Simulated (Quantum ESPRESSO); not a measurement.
**A short convergence ladder for LaPt3 (P4mm, 4 atoms in the cell)**

```xyz
4
Lattice="4.1934 0.0000 0.0000 0.0000 4.1934 0.0000 0.0000 0.0000 4.1934" Properties=species:S:1:pos:R:3 pbc="T T T"
La     0.0000     0.0000     0.0500
Pt     0.0000     2.0967     2.0967
Pt     2.0967     0.0000     2.0967
Pt     2.0967     2.0967     0.0000
```

Base method: LDA (PZ), GBRV 1.5 ultrasoft (LDA) pseudopotentials (plane waves; Quantum ESPRESSO 7.5).

Base settings: ecutwfc = 40 Ry; ecutrho = 320 Ry; occupations = smearing; smearing = gaussian; degauss = 0.0073499 Ry; potentials = {La: la_lda_v1.uspp.F.UPF, Pt: pt_lda_v1.4.uspp.F.UPF}; K_POINTS = automatic 4 4 4 0 0 0; conv_thr = 1e-10 Ry; mixing_beta = 0.5.

The count of work is k-points × plane waves × bands × iterations; it is no time. Core times come from one kind of shared machine, to one figure; runs under 30 s give none.

**The k-point mesh**

The second cell is the first with its lattice scaled by 0.98.

Only quantities that move along the ladder and can be compared are tabulated.

```csv
K_POINTS,free energy less the last step's (meV/atom),energy of the compressed cell less the first (meV/atom),pressure (GPa),largest difference of a force vector from the last step's (eV/Å),count of work / last,core time / last (rough)
automatic 2 2 2 0 0 0,6.53,-2.99,-6.58,0.035,0.26,0.9
automatic 4 4 4 0 0 0,17.43,-7.61,-6.86,0.026,0.53,0.9
automatic 5 5 5 0 0 0,-2.62,-8.50,-6.99,0.012,0.52,0.8
automatic 6 6 6 0 0 0,0.00,-11.33,-7.36,0.000,1.0,1
```

Coarsest K_POINTS that holds the free energy within 5 meV/atom: not settled: the last two steps still differ by 2.6 meV/atom, over half the tolerance, so the ladder does not show it.

Coarsest K_POINTS that holds the energy of the compressed cell less the first within 2 meV/atom: not settled: the last two steps still differ by 2.8 meV/atom, over half the tolerance, so the ladder does not show it.

Coarsest K_POINTS that holds the forces within 0.02 eV/Å: not settled: the last two steps still differ by 0.012 eV/Å, over half the tolerance, so the ladder does not show it.

On the base run: the starting cell comes from a database of computed structures (which also holds hypothetical and non-ambient phases and stackings), without a prior relaxation at this level. Its lattice was rescaled by up to half a per cent. One atom was moved a little off its site on purpose. Spin polarisation is off. In the base run, with a pressure of about -7 GPa the cell is away from its equilibrium volume at this level. Without a gap this mesh is coarse (it stands for a supercell whose shortest vector is 17 Å).
